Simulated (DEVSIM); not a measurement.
System: abrupt GaAs p-n junction, at 400 K.

| layer (left to right) | material | thickness (μm) | Nd (cm⁻³) | Na (cm⁻³) | τn (s) | τp (s) |
|---|---|---|---|---|---|---|
| 1 | GaAs | 0.180 | - | 3.2e16 | 5e-10 | 5e-10 |
| 2 | GaAs | 0.650 | 1.8e15 | - | 5e-10 | 5e-10 |

Left contact: ohmic. Right contact: ohmic. Voltage is applied to the left contact. Recombination: SRH at mid-gap. Mobility is μmin + (μ − μmin)/(1 + (N/Nref)^α).

The device is made up for the run: typed textbook-type constants, with dimensions and the other settings drawn at random. Values at 300 K; Nc and Nv go as T^1.5, mobilities as T to minus their exponent, the gap by Varshni's rule with the affinity fixed. The table also holds parameters that only a changed run uses.

| parameter | GaAs |
|---|---|
| gap (eV) | 1.424 |
| affinity (eV) | 4.07 |
| permittivity | 12.9 |
| Nc (cm⁻³) | 4.7e17 |
| Nv (cm⁻³) | 9e18 |
| μn (cm²/Vs) | 8500 |
| μp (cm²/Vs) | 400 |
| μn,min | 500 |
| μp,min | 20 |
| Nref,n | 6e16 |
| Nref,p | 1.5e17 |
| αn | 0.39 |
| αp | 0.38 |
| T exponent of μn | 2.1 |
| T exponent of μp | 2.2 |
| Cn (cm⁶/s) | 1e-30 |
| Cp (cm⁶/s) | 1e-30 |
| Varshni α (eV/K) | 0.000541 |
| Varshni β (K) | 204 |

Simulated with DEVSIM: 1D drift-diffusion, Boltzmann statistics, complete ionisation; no tunnelling, impact ionisation, image-force lowering or self-heating.

Base results: dark forward voltage at 1 A/cm² (V) 0.671; dark forward voltage at 100 A/cm² (V) 0.857.

**Question.** What follows from this one change: minority lifetime in layer 2 5e-10 → 1.5e-09 s?

**Answer.** dark forward voltage at 1 A/cm² 0.671 → 0.678 V; dark forward voltage at 100 A/cm² little changed (0.858 V).

**Question.** What follows from this one change: thickness of layer 1 0.18 → 0.31 μm?

**Answer.** dark forward voltage at 1 A/cm² 0.671 → 0.680 V; dark forward voltage at 100 A/cm² 0.857 → 0.872 V.

**Question.** What follows from this one change: constant mobility in place of the doping-dependent one?

**Answer.** dark forward voltage at 1 A/cm² 0.671 → 0.661 V; dark forward voltage at 100 A/cm² 0.857 → 0.842 V.
